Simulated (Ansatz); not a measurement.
Partial pair distribution functions of a relaxed model of amorphous Al45O72H9, broadened by 0.06 Å; density 3.27 g/cm³. Calculation: PBE, scalar-relativistic without spin-orbit coupling (plane waves to 420 eV, PAW; Ansatz, a first-principles code).

It comes from a melt-quench run on a machine-learned potential (CHGNet), relaxed afterwards by DFT. O atoms were pushed apart under 1.9 Å during the dynamics, to hinder bonds among them. The hot cell started wider than the set density and was brought back towards it in steps. It is the lowest in DFT energy of 2 quenches. It is a model cell: composition and starting density were chosen by hand, and all elements were melted together. No dispersion term was used. Its density started from a set value of 3.27 and ended at 3.27 g/cm³. The simulated quench (nominally 190 K/ps over its main leg) is rapid and tends to freeze in more defects than a deposited or slowly cooled glass has. One small periodic cell is one sample of the glass; other quenches scatter about these values. The volume was held where the preparation left it, at a PBE pressure of 3.6 GPa. Stress components on the final sampling reach 5.2 GPa.

| r (Å) | g Al-O | g O-H | g Al-Al | g O-O |
|---|---|---|---|---|
| 0.75 | 0.00 | 0.01 | 0.00 | 0.00 |
| 0.85 | 0.00 | 0.88 | 0.00 | 0.00 |
| 0.95 | 0.00 | 7.55 | 0.00 | 0.00 |
| 1.05 | 0.00 | 4.99 | 0.00 | 0.00 |
| 1.15 | 0.00 | 0.29 | 0.00 | 0.00 |
| 1.25 | 0.00 | 0.00 | 0.00 | 0.00 |
| 1.35 | 0.00 | 0.01 | 0.00 | 0.00 |
| 1.45 | 0.00 | 0.35 | 0.00 | 0.00 |
| 1.55 | 0.01 | 1.21 | 0.00 | 0.00 |
| 1.65 | 0.67 | 0.30 | 0.00 | 0.00 |
| 1.75 | 4.76 | 0.19 | 0.00 | 0.00 |
| 1.85 | 7.79 | 0.32 | 0.00 | 0.00 |
| 1.95 | 3.88 | 0.31 | 0.00 | 0.00 |
| 2.05 | 1.21 | 0.28 | 0.00 | 0.00 |
| 2.15 | 0.43 | 0.39 | 0.00 | 0.00 |
| 2.25 | 0.29 | 0.70 | 0.00 | 0.03 |
| 2.35 | 0.14 | 1.00 | 0.00 | 0.31 |
| 2.45 | 0.07 | 1.09 | 0.01 | 1.57 |
| 2.55 | 0.05 | 1.53 | 0.20 | 2.65 |
| 2.65 | 0.14 | 1.75 | 1.02 | 2.56 |
| 2.75 | 0.19 | 1.54 | 1.92 | 2.73 |
| 2.85 | 0.30 | 1.04 | 1.78 | 2.43 |
| 2.95 | 0.41 | 0.71 | 1.78 | 2.07 |
| 3.05 | 0.50 | 0.86 | 2.07 | 1.52 |
| 3.15 | 0.76 | 1.38 | 2.51 | 0.98 |
| 3.25 | 0.86 | 1.34 | 2.52 | 0.63 |
| 3.35 | 0.88 | 1.42 | 2.06 | 0.59 |
| 3.45 | 0.92 | 1.44 | 1.81 | 0.58 |
| 3.55 | 1.01 | 1.01 | 1.11 | 0.55 |
| 3.65 | 1.23 | 0.76 | 0.54 | 0.73 |
| 3.75 | 1.30 | 0.74 | 0.38 | 0.88 |
| 3.85 | 1.30 | 0.84 | 0.46 | 0.76 |
| 3.95 | 1.38 | 1.09 | 0.40 | 0.65 |
| 4.05 | 1.34 | 0.71 | 0.47 | 0.55 |
| 4.15 | 1.53 | 0.87 | 0.50 | 0.51 |
| 4.25 | 1.51 | 1.04 | 0.53 | 0.57 |
| 4.35 | 1.27 | 1.06 | 0.66 | 0.64 |
| 4.45 | 1.32 | 1.35 | 0.69 | 0.84 |
| 4.55 | 1.23 | 1.01 | 0.77 | 1.05 |
| 4.65 | 1.04 | 0.79 | 0.78 | 1.09 |
| 4.75 | 0.91 | 0.96 | 0.77 | 1.29 |
| 4.85 | 0.94 | 0.96 | 0.94 | 1.40 |
| 4.95 | 0.77 | 0.80 | 1.32 | 1.34 |
| 5.05 | 0.72 | 0.88 | 1.35 | 1.30 |
| 5.15 | 0.66 | 0.94 | 1.19 | 1.35 |
| 5.25 | 0.69 | 0.78 | 1.25 | 1.40 |

Within 2.44 Å each Al has 5.04 O neighbours on average.
